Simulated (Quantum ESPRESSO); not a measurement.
A self-consistent single point of AsS2 (P2_1, 24 atoms in the cell) with Quantum ESPRESSO.

Method: LDA (PZ), GBRV 1.5 ultrasoft (LDA) pseudopotentials (plane waves; Quantum ESPRESSO 7.5).

```
CELL_PARAMETERS angstrom
      7.33761     0.00000     0.00000
      0.00000    10.25966     0.00000
     -2.29959     0.00000     7.75821
ATOMIC_POSITIONS crystal
  As 0.59161 0.46918 0.03076
  As 0.40839 0.96918 0.96924
  As 0.73916 0.46213 0.56268
  As 0.26084 0.96213 0.43732
  As 0.88693 0.67883 0.34261
  As 0.11307 0.17883 0.65739
  As 0.95852 0.16951 0.12419
  As 0.04148 0.66951 0.87581
  S  0.63580 0.96410 0.82109
  S  0.36420 0.46410 0.17891
  S  0.73079 0.17329 0.27446
  S  0.26921 0.67329 0.72554
  S  0.76453 0.14201 0.84662
  S  0.23547 0.64201 0.15338
  S  0.60105 0.99570 0.24889
  S  0.39895 0.49570 0.75111
  S  0.94274 0.46304 0.38968
  S  0.05726 0.96304 0.61032
  S  0.68259 0.67813 0.06866
  S  0.31741 0.17813 0.93134
  S  0.94929 0.46138 0.83567
  S  0.05071 0.96138 0.16433
  S  0.68868 0.67780 0.51909
  S  0.31132 0.17780 0.48091
```

Reference input (self-consistent single point, DFT, LDA (PZ), plane waves, GBRV 1.5 ultrasoft (LDA) pseudopotentials): ecutwfc = 40 Ry; ecutrho = 200 Ry; occupations = smearing; smearing = fermi-dirac; degauss = 0.00147 Ry; potentials = {As: as_lda_v1.uspp.F.UPF, S: s_lda_v1.4.uspp.F.UPF}; K_POINTS = automatic 2 2 2 0 0 0; conv_thr = 1e-09 Ry. This run's input differs from it in these lines:

```diff
@@ -21,2 +21,3 @@
     degauss = 0.00147
+    nbnd = 68
 /
```

The program printed (abridged):

```
     Self-consistent Calculation

     iteration #  1     ecut=    40.00 Ry     beta= 0.70

 %%%%%%%%%%%%%%%%%%%%%%%%%%%%%%%%%%%%%%%%%%%%%%%%%%%%%%%%%%%%%%%%%%%%%%%%%%%%%%
     Error in routine efermig (1):
     internal error, cannot bracket Ef
 %%%%%%%%%%%%%%%%%%%%%%%%%%%%%%%%%%%%%%%%%%%%%%%%%%%%%%%%%%%%%%%%%%%%%%%%%%%%%%

     stopping ...
```

The program stopped with an error at about iteration 1. 

The starting cell comes from a database of computed structures (which also holds hypothetical and non-ambient phases and stackings), without a prior relaxation at this level.
